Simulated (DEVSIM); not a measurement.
**abrupt Si n-p junction**

Device: abrupt Si n-p junction, at 300 K.

| layer (left to right) | material | thickness (μm) | Nd (cm⁻³) | Na (cm⁻³) | τn (s) | τp (s) |
|---|---|---|---|---|---|---|
| 1 | Si | 0.790 | 1.1e18 | - | 2.2e-5 | 2.2e-6 |
| 2 | Si | 0.680 | - | 1.3e16 | 2.2e-5 | 2.2e-5 |

Left contact: ohmic. Right contact: ohmic. Voltage is applied to the left contact. Recombination: SRH at mid-gap. Gap narrowing is on: ΔEg = 6.92 meV × (l + √(l² + 0.5)), l = ln(N/1.3e17 cm⁻³), shared equally by both band edges. Mobility is μmin + (μ − μmin)/(1 + (N/Nref)^α).

This is a model device: material constants are rounded textbook-type values typed into the input, and sizes, dopings and lifetimes were drawn at random. Values at 300 K.

```
parameter           Si
-------------  -------
gap (eV)         1.124
affinity (eV)     4.05
permittivity      11.7
Nc (cm⁻³)      2.86e19
Nv (cm⁻³)       3.1e19
μn (cm²/Vs)       1417
μp (cm²/Vs)        470
μn,min              52
μp,min              45
Nref,n          9.7e16
Nref,p          2.2e17
αn                0.68
αp                0.72
```

Simulated with DEVSIM: 1D drift-diffusion, Boltzmann statistics, complete ionisation; no tunnelling, impact ionisation, image-force lowering or self-heating.

```yaml
potential_step_across_the_device_at_zero_bias: 0.823 V
largest_field_in_the_device_at_zero_bias: 68000 V/cm
Dark forward voltage at 1 A/cm²: 0.541 V
Dark forward voltage at 100 A/cm²: 0.665 V
```

Dark reverse current:

| V (V) | J (A/cm²) |
|---|---|
| 0.40 | 1.7e-9 |
| 1.00 | 2.4e-9 |
| 2.00 | 4.0e-9 |
| 3.00 | 7.2e-9 |
| 4.00 | 1.7e-8 |
| 6.00 | 5.7e-8 |
| 8.00 | 1.0e-7 |
| 10.00 | 1.5e-7 |

Dark forward current:

(V (V), J (A/cm²)): (-0.05, -6.4e-9); (-0.10, -4.9e-8); (-0.15, -3.3e-7); (-0.20, -2.3e-6); (-0.25, -1.5e-5); (-0.30, -0.00010); (-0.35, -0.00069); (-0.40, -0.0047); (-0.45, -0.031); (-0.50, -0.21); (-0.55, -1.4); (-0.60, -9.3); (-0.65, -60); (-0.70, -340); (-0.75, -1500); (-0.80, -4800)
